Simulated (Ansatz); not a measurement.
Band structure of Ti3PO2 (P-3m1, 6 atoms in the cell).

```yaml
crystal:
  lattice:
    - [3.14386, 0.00000, 0.00000]
    - [-1.57193, 2.72266, 0.00000]
    - [0.00000, 0.00000, 7.95061]
  atoms:
    - { symbol: Ti, position: [0.33333, 0.66667, 0.70676] }
    - { symbol: Ti, position: [0.66667, 0.33333, 0.29324] }
    - { symbol: Ti, position: [0.00000, 0.00000, 0.00000] }
    - { symbol: P, position: [0.00000, 0.00000, 0.50000] }
    - { symbol: O, position: [0.33333, 0.66667, 0.14226] }
    - { symbol: O, position: [0.66667, 0.33333, 0.85774] }
```

Method: PBEsol, PAW files made with PBE (plane waves; Ansatz, a quantum-chemistry and plane-wave program).

Settings: kpoints.mp_grid.grid = 8 8 3; hamiltonian.xc = pbesol; hamiltonian.pseudopotentials = {kind: paw} (an earlier, softer set of the program's PAW files); scf.occupations.method = gaussian; scf.occupations.width = 0.272 eV; kpoints.band_path.npoints = 8.

The starting cell comes from a database of computed structures (which also holds hypothetical and non-ambient phases and stackings), without a prior relaxation at this level. Its lattice was rescaled by a random factor within 2.5 % of one. Spin polarisation is off; with an odd number of electrons in the cell that forces a metal, and a magnetic state may lie lower.

Levels in eV from the Fermi level, bands 23 to 30:
```json
[
 {"point": "Γ", "23": "-0.91", "24": "-0.91", "25": "-0.90", "26": "-0.68", "27": "-0.68", "28": "-0.06", "29": "0.21", "30": "0.21"},
 {"point": "M", "23": "-3.92", "24": "-3.08", "25": "-1.88", "26": "-0.48", "27": "0.33", "28": "0.72", "29": "0.76", "30": "1.26"},
 {"point": "K", "23": "-5.11", "24": "-4.21", "25": "-0.84", "26": "0.05", "27": "0.05", "28": "0.58", "29": "0.58", "30": "0.95"},
 {"point": "A", "23": "-1.16", "24": "-1.16", "25": "-0.82", "26": "-0.60", "27": "-0.60", "28": "-0.26", "29": "0.04", "30": "0.04"},
 {"point": "L", "23": "-4.26", "24": "-2.15", "25": "-1.93", "26": "-1.67", "27": "0.84", "28": "1.03", "29": "1.08", "30": "1.27"},
 {"point": "H", "23": "-5.14", "24": "-4.25", "25": "-0.32", "26": "-0.25", "27": "-0.25", "28": "0.07", "29": "1.34", "30": "1.34"}
]
```

Bands cross the Fermi level along this path, so the cell is metallic at this level.

Keys are those of Ansatz 0.2.
